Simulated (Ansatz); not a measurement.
Levels about the gap of amorphous Si24O59P4Na2 (89 atoms in a cell of 1315 Å³, 2.26 g/cm³; zone centre alone, so wide bands show as single levels with stretches between that a denser mesh fills), at the geometry that PBE relaxed, where it gives 0.0 GPa on a denser mesh. The participation number counts the atoms over which a state spreads; weights are charges in smoothed Voronoi cells. The levels come from a single point, so bond lengths are those of that geometry. Method of the levels: r2SCAN, scalar-relativistic without spin-orbit coupling (Ansatz, an electronic-structure program). Sampling: the zone centre alone; Fermi-Dirac width 0.01 eV; collinear spin, started from moments on atoms (the moments died out). At PBE the levels at the filled edge of the gap are localised (band-tail or defect states), and the nearest spread-out levels lie 5.2 eV apart at the zone centre.

Preparation: random packing, a CHGNet melt and quench, and a DFT relaxation. O atoms were pushed apart under 1.9 Å during the dynamics, to hinder bonds among them. The hot cell started wider than the set density and was brought back towards it in steps. It is the lowest in DFT energy of 2 quenches. It is a model cell: composition and starting density were chosen by hand, and all elements were melted together. No dispersion term was used. Its density started from a set value of 2.23 and ended at 2.26 g/cm³. Cooling (nominally 480 K/ps over its main leg) ran many orders faster than in experiment, which tends to leave more defects and strain. One small periodic cell is one sample of the glass; other quenches scatter about these values. The volume was free in the relaxation, at fixed shape. Stress components on the final sampling reach 1.8 GPa.

```json
[
 {"E - E(highest filled), eV": "-0.79", "filling": "filled", "spin": "dn", "participation number": "5.6", "largest on": "O, 2 neighbours", "weight O": "0.96", "weight Si": "0.03", "weight Na": "0.00", "weight P": "0.00"},
 {"E - E(highest filled), eV": "-0.62", "filling": "filled", "spin": "dn", "participation number": "4.9", "largest on": "O, 2 neighbours", "weight O": "0.94", "weight Si": "0.01", "weight Na": "0.01", "weight P": "0.04"},
 {"E - E(highest filled), eV": "-0.62", "filling": "filled", "spin": "up", "participation number": "4.9", "largest on": "O, 2 neighbours", "weight O": "0.94", "weight Si": "0.01", "weight Na": "0.01", "weight P": "0.04"},
 {"E - E(highest filled), eV": "-0.37", "filling": "filled", "spin": "dn", "participation number": "3.5", "largest on": "O, 2 neighbours", "weight O": "0.95", "weight Si": "0.01", "weight Na": "0.01", "weight P": "0.03"},
 {"E - E(highest filled), eV": "-0.37", "filling": "filled", "spin": "up", "participation number": "3.5", "largest on": "O, 2 neighbours", "weight O": "0.95", "weight Si": "0.01", "weight Na": "0.01", "weight P": "0.03"},
 {"E - E(highest filled), eV": "0.00", "filling": "filled", "spin": "dn", "participation number": "2.6", "largest on": "O, 2 neighbours", "weight O": "0.96", "weight Si": "0.01", "weight Na": "0.01", "weight P": "0.03"},
 {"E - E(highest filled), eV": "0.00", "filling": "filled", "spin": "up", "participation number": "2.6", "largest on": "O, 2 neighbours", "weight O": "0.96", "weight Si": "0.01", "weight Na": "0.01", "weight P": "0.03"},
 {"E - E(highest filled), eV": "4.43", "filling": "empty", "spin": "dn", "participation number": "60.4", "largest on": "O, 2 neighbours", "weight O": "0.66", "weight Si": "0.27", "weight Na": "0.04", "weight P": "0.02"},
 {"E - E(highest filled), eV": "4.43", "filling": "empty", "spin": "up", "participation number": "60.4", "largest on": "O, 2 neighbours", "weight O": "0.66", "weight Si": "0.27", "weight Na": "0.04", "weight P": "0.02"},
 {"E - E(highest filled), eV": "5.72", "filling": "empty", "spin": "up", "participation number": "32.2", "largest on": "Si, 4 neighbours", "weight O": "0.59", "weight Si": "0.38", "weight Na": "0.02", "weight P": "0.01"},
 {"E - E(highest filled), eV": "5.72", "filling": "empty", "spin": "dn", "participation number": "32.2", "largest on": "Si, 4 neighbours", "weight O": "0.59", "weight Si": "0.38", "weight Na": "0.02", "weight P": "0.01"},
 {"E - E(highest filled), eV": "5.87", "filling": "empty", "spin": "dn", "participation number": "35.4", "largest on": "Si, 4 neighbours", "weight O": "0.66", "weight Si": "0.30", "weight Na": "0.02", "weight P": "0.02"},
 {"E - E(highest filled), eV": "5.87", "filling": "empty", "spin": "up", "participation number": "35.4", "largest on": "Si, 4 neighbours", "weight O": "0.66", "weight Si": "0.30", "weight Na": "0.02", "weight P": "0.02"},
 {"E - E(highest filled), eV": "6.10", "filling": "empty", "spin": "up", "participation number": "37.8", "largest on": "O, 2 neighbours", "weight O": "0.60", "weight Si": "0.36", "weight Na": "0.03", "weight P": "0.01"}
]
```

Most localised among these is the filled level at -0.00 eV, on a O atom, which has 2 neighbours (P 1.50 Å, Na 2.23 Å).
